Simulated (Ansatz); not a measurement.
**SrO: thickness series**

Take SrO in the rock salt structure (space group Fm-3m, No. 225) as the base.

```
SrO
1.0
    0.00000     2.57997     2.57997
    2.57997     0.00000     2.57997
    2.57997     2.57997     0.00000
O Sr
1 1
Direct
  0.00000   0.00000   0.00000
  0.50000   0.50000   0.50000
```

Cartesian axes are those of the cell as printed.

Free-standing slabs (2 atom(s) a layer) normal to the z axis with 15 Å of vacuum; in-plane cell held at bulk.

Computed with Ansatz (an electronic-structure program) r2SCAN, no SOC.

Notes on the quantities. excess energy per area of both faces: slab less bulk energy over the cell's area: twice a surface energy; layer's space group: with vacuum.

| change | band gap | excess energy per area of both faces | thickness between the outermost nuclei | shortest interatomic distance | layer's space group |
|---|---|---|---|---|---|
| base | 3.80 eV | – | – | 258.0 pm | – |
| 1 layer | 2.23 eV | – | – | 258.0 pm | P4/mmm (No. 123) |
| 2 layers | 2.61 eV | 1.19 J/m² | 2.52 Å | 242.9 pm | P4/nmm (No. 129) |
| 3 layers | 2.87 eV | 1.27 J/m² | 5.10 Å | 250.0 pm | P4/mmm (No. 123) |
| 4 layers | 2.90 eV | 1.24 J/m² | 7.68 Å | 248.6 pm | P4/nmm (No. 129) |
| 5 layers | 2.95 eV | 1.25 J/m² | 10.26 Å | 248.8 pm | P4/mmm (No. 123) |
| 6 layers | 2.96 eV | 1.25 J/m² | 12.84 Å | 248.8 pm | P4/nmm (No. 129) |
| 7 layers | 2.97 eV | 1.25 J/m² | 15.42 Å | 248.9 pm | P4/mmm (No. 123) |

Slab and bulk use different k-meshes, which limits the precision of the excess energy. Stability against distortions was not tested.
